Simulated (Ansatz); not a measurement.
Consider Nb in the bcc (W type) structure (space group Im-3m, No. 229; a = 3.311 Å; relaxed with 0.1 eV smearing).

Computed with DFT with PBE, PAW potentials and a 420 eV plane-wave cutoff in Ansatz (an electronic-structure program), spin-orbit coupling left out.

Strains are applied to the cell and any free atomic positions relax.

One change was made to it. Results:

| quantity | base | after |
|---|---|---|
| energy relative to the base (free energy F) | 0 meV/atom | +50 meV/atom |
| pressure | 0.0 GPa | -10.9 GPa |

### Question
What was done to the base?
A. isotropic strain +2.50 %
B. isotropic strain −2.00 %
C. isotropic strain −1.50 %
D. isotropic strain +0.50 %
E. isotropic strain −1.00 %

### Answer
A, isotropic strain +2.50 %. For comparison, the energy relative to the base in the other runs: isotropic strain +0.50 % gives +2.1 meV/atom; isotropic strain −1.00 % gives +8.8 meV/atom; isotropic strain −2.00 % gives +36 meV/atom; isotropic strain −1.50 % gives +20 meV/atom.

No phonon test of stability was made. All final runs are without spin polarisation.
